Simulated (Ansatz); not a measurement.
We consider L1₂ (Cu3Au-type) Al₃Sc, described by r²SCAN (Ansatz, an electronic-structure program, PAW).

Settings: plane-wave cutoff 500 eV, 14×14×14 k mesh, Fermi–Dirac smearing 0.1 eV, scalar-relativistic PAW data made under PBE.

Computed at the level's own relaxed cell.

Give the computed volume per atom and lattice parameter a.


* **volume per atom**: 17.06 Å³/atom
* **lattice parameter a**: 4.087 Å

Measured, for comparison: equilibrium volume per atom 17.27 Å³/atom, lattice constant a 4.103 Å (room temperature, not corrected to a static lattice; as tabulated in A Combined Experimental and First-Principles Based Assessment of …). Computed (rounded) less measured: equilibrium volume per atom -1.2 %, lattice constant a -0.4 %. A static lattice is as a rule a little smaller and stiffer than an uncorrected measurement, which narrows the difference in the equilibrium volume per atom, lattice constant a and would widen misses of the other sign.

Static lattice: no zero-point or thermal effects.
